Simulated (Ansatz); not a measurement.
Phonon-limited electron mobility of C (Fd-3m) in cm²/(V·s), LDA, finite-displacement electron-phonon coupling, linearised Boltzmann equation run with Ansatz (a quantum-chemistry and plane-wave program). Condition of this run: carrier concentrations 1e17 to 1e20 per cm^3 at 300 and 400 K. Geometry: relaxed with this functional, without spin-orbit coupling.

```csv
Condition,μ
"300 K, 1e17 cm⁻³",1590
"300 K, 1e18 cm⁻³",1590
"300 K, 1e19 cm⁻³",1540
"300 K, 1e20 cm⁻³",1260
"400 K, 1e17 cm⁻³",___
"400 K, 1e18 cm⁻³",___
"400 K, 1e19 cm⁻³",831
"400 K, 1e20 cm⁻³",700
```

Question: Some entries are withheld; supply them.

Answer: 
- 400 K, 1e17 cm⁻³, μ: 850
- 400 K, 1e18 cm⁻³, μ: 848

Scattering by harmonic phonons alone: no impurities, screening or carrier-carrier scattering, bands fixed at 0 K. From a coarser fine mesh the values given move by up to 1 %.
